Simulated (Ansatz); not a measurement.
Consider the following.

End structure of a constructed model of the (111) surface of fcc Pt, a pseudomorphic layer of Al in the other hollow (bottom of the slab: a bare face, its two planes held):

```
CELL_PARAMETERS angstrom
      2.80721     0.00000     0.00000
     -1.40361     2.43112     0.00000
      0.00000     0.00000    30.00000
ATOMIC_POSITIONS crystal
  Pt 0.33333 0.66667 0.27321
  Pt 0.66667 0.33333 0.34961
  Pt 0.00000 0.00000 0.42563
  Pt 0.33333 0.66667 0.50184
  Pt 0.66667 0.33333 0.57883
  Pt 0.00000 0.00000 0.65878
  Al 0.66667 0.33333 0.72720
```

Model: 7-atom slab, 13.6 Å thick at the start, 15x15x1 mesh, Fermi-Dirac 0.1 eV, dipole correction, 2 atoms held, the rest relaxed; start symmetry kept, larger cells not searched; no spin, no spin-orbit, no U. In PBE it is, or lies within 0.01 eV a 1x1 cell of, the lowest of the 2 structures of its composition computed so far; larger cells were not tried.

Give the work function of the top face at the level PBE (Ansatz, a quantum-chemistry and plane-wave program).

4.55 eV
